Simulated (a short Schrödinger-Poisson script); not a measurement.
Structure: single GaAs/Al0.1Ga0.9As quantum well.

```tsv
layer	material	thickness (nm)
1	Al0.1Ga0.9As	20
2	GaAs	6
3	Al0.1Ga0.9As	20
```

Constants are typed, rounded textbook-type inputs, not results; the design itself was drawn at random and stands for no fabricated device. GaAs: direct gap (eV) 1.424, conduction-band edge (eV) 0, electron mass (mₑ) 0.067, heavy-hole mass 0.377, light-hole mass 0.09. Al0.1Ga0.9As: direct gap (eV) 1.549, conduction-band edge (eV) 0.079, electron mass (mₑ) 0.0753, heavy-hole mass 0.387, light-hole mass 0.099.

The valence-band edge of each layer lies one gap below its conduction-band edge. The electron's potential energy rises along the stack by the applied field. Mesh 0.03 nm at interfaces.

Question: Estimate e1 and hh1 for infinitely high walls at zero field, and compare with the finite well.

Answer: ħ²π²/(2mL²) gives 155.9 meV for the electron and 27.7 meV for the heavy hole. The finite well gives 38.0 and 11.9 meV, 0.24 and 0.43 of the estimates, as the states reach into the barriers (27 % of e1 lies outside the well).

From a short Schrödinger-Poisson script (our own, NumPy): one-band effective-mass equation with BenDaniel-Duke matching, electrons, heavy and light holes apart, hard walls at the outer ends, one valence edge for both holes (no strain splitting), no charge, excitons, band mixing or non-parabolicity; under a field the levels are quasi-bound states of a box, listed while three quarters of their weight lies within 4 nm of the wells.
